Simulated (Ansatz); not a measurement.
**What Si → P does to hypothetical CdI2 type SiO2**

The reference is SiO2 in the CdI2 type structure (space group P-3m1, No. 164; a = 2.6861 Å, c = 4.6018 Å; a hypothetical phase, not in the database extracts checked; layered, stacked along the Cartesian z axis).

One thing is altered: P takes the place of Si on all its sites, then cell and atoms are relaxed.

All numbers come from PBE-D3(BJ) in Ansatz (plane waves to 420 eV, PAW, spin-orbit coupling left out), earlier PAW set. k-mesh 19×19×10 (Γ-centred); smearing 0.05 eV (Fermi–Dirac), for the changed cell.

The volume per atom increases by 1.46 Å³, from 9.58 Å³ to 11.04 Å³ and the density decreases by 0.31 g/cm³ (3.47 g/cm³ → 3.16 g/cm³). The c/a ratio shrinks by 0.096, from 1.713 to 1.617 and the space group is still P-3m1 (No. 164). The shortest interatomic distance grows by 0.1045 Å, from 1.801 Å to 1.905 Å and the band gap changes from 6.16 eV to zero.

Final structure:

```
CELL_PARAMETERS angstrom
      2.87041     0.00000     0.00000
     -1.43520     2.48584     0.00000
      0.00000     0.00000     4.64178
ATOMIC_POSITIONS crystal
  P  0.00000 0.00000 0.00000
  O  0.66667 0.33333 0.20260
  O  0.33333 0.66667 0.79740
```

Whether these cells are dynamically stable was not tested. As relaxed here, PO2 is a hypothetical phase, not in the database extracts checked. All final runs are without spin polarisation. An odd electron count without spin: PO2.

Ansatz is a quantum-chemistry and plane-wave program.
